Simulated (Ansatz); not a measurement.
Mo₃InC (model structure, started from the Ni3MgC type, Pm-3m, No. 221, 5 atoms in the cell) was calculated with PBEsol in Ansatz (PAW).

Run with plane-wave cutoff 520 eV, 14×14×14 k mesh, Fermi–Dirac smearing 0.05 eV, no spin polarisation, scalar-relativistic PAW data made under PBE.

Cell (relaxed at this level):

```cif
data_CInMo3
_chemical_formula_sum 'In1 Mo3 C1'
_space_group_name_H-M_alt 'Pm-3m'
_space_group_IT_number 221
_space_group_name_Hall '-P 4 2 3'
_cell_length_a 4.17241
_cell_length_b 4.17241
_cell_length_c 4.17241
_cell_angle_alpha 90.000
_cell_angle_beta 90.000
_cell_angle_gamma 90.000
loop_
_atom_site_label
_atom_site_type_symbol
_atom_site_symmetry_multiplicity
_atom_site_Wyckoff_symbol
_atom_site_fract_x
_atom_site_fract_y
_atom_site_fract_z
_atom_site_occupancy
In1 In 1 a 0.00000 0.00000 0.00000 1
Mo1 Mo 3 c 0.00000 0.50000 0.50000 1
C1 C 1 b 0.50000 0.50000 0.50000 1
```

**Question.** Give the computed bulk modulus B0.

**Answer.** 
- bulk modulus B0: 242 GPa

Note: the run has no spin polarisation, so it can have missed a magnetic state; the bulk modulus is −V dP/dV from two relaxed cells at ±2 % in volume; the relaxation could raise the start's symmetry but not lower it, so the cell can be a saddle point.

Spin–orbit coupling is not included; it can open a gap where bands touch, and shift volumes and moduli.

Static lattice: no zero-point or thermal effects.

A model structure was made by putting elements into a prototype or built by hand; it is no filed structure, need not be a known phase, and can be a saddle point held by its symmetry.

Ansatz is a quantum-chemistry and plane-wave program.
